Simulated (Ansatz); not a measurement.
The parent structure is MgS in the rock salt structure (space group Fm-3m, No. 225).

```xyz
2
Lattice="0.0000 2.6026 2.6026 2.6026 0.0000 2.6026 2.6026 2.6026 0.0000" Properties=species:S:1:pos:R:3 pbc="T T T"
S      0.0000     0.0000     0.0000
Mg     2.6026     2.6026     2.6026
```

Cartesian axes are those of the cell as printed.

Computed with r2SCAN (Ansatz, an electronic-structure program; PAW; 500 eV plane waves; without spin-orbit coupling), earlier PAW set.

For the base:

The electron mass comes out as 0.51 mₑ along k, 0.30 mₑ across (at X). The pressure comes out as 0.0 kbar. The band gap comes out as 3.47 eV.

It is then changed as follows: biaxial strain −4.72 %, plane normal [001], relaxed out of plane (Cartesian); in-plane vectors clamped, the third vector and the atoms free.

Task: What happens to the energy relative to the base?

Result: The energy increases by 51 meV/atom.

Task: Estimate the effect on the electron mass.

Result: The electron mass changes from 0.51 mₑ along k, 0.30 mₑ across (at X) to 0.50 mₑ along k, 0.32 mₑ across (at X).

Task: What does the calculation give for the pressure after the change?

Result: The pressure (mean of the normal stresses, compression positive) goes from zero to 72.8 kbar.

Task: What happens to the ratio −ε⊥/ε∥?

Result: The ratio −ε⊥/ε∥ amounts to 0.64.

Task: Predict the new band gap.

Result: The band gap drops by 0.14 eV, from 3.47 eV to 3.33 eV.

Effective masses come from finite differences of ±0.01 Å⁻¹. Along k means along the line from Γ to the band edge. Whether these cells are dynamically stable was not tested.
